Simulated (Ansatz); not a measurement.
The starting structures come from a database of crystals and need not be the phases stable at ambient conditions.

 Where the default PAW files enter, the runs use the earlier of Ansatz's two default sets.

By LDA and PBEsol, the system below comes out a metal.

Here is the system:

```xyz
2
Lattice="2.9197 0.0000 0.0000 0.0000 4.8932 0.0000 -1.3644 0.0000 2.4710" Properties=species:S:1:pos:R:3 pbc="T T T"
Au     1.4976     1.2233     0.8270
Au     0.0577     3.6699     1.6440
```

Space group of this cell: Cmcm. The cell is taken as given; by PBEsol its mean pressure is -5.3 GPa.

The current runs along the normal of the first two printed vectors. All runs by Ansatz (an electronic-structure program), plane waves and PAW, without spin-orbit coupling; the base is PBEsol.

```tsv
run	mean pressure (GPa)	G/A, both spins (10¹⁵ S/m²)
base	-5.3	0.86
all lengths scaled by 0.98	5.0	…
all lengths scaled by 1.02	-12.2	0.82
lda in place of pbesol	-9.7	0.86
lengths across the current scaled by 0.98, ions clamped	0.9	0.88
lengths across the current scaled by 1.02, ions clamped	-10.0	0.83
lengths along the current scaled by 0.97, ions clamped	-0.1	…
lengths along the current scaled by 1.03, ions clamped	-9.2	0.85
```

Question: Some entries are withheld; supply them.

Answer: 
- all lengths scaled by 0.98, G/A, both spins (10¹⁵ S/m²): 0.90
- lengths along the current scaled by 0.97, ions clamped, G/A, both spins (10¹⁵ S/m²): 0.87
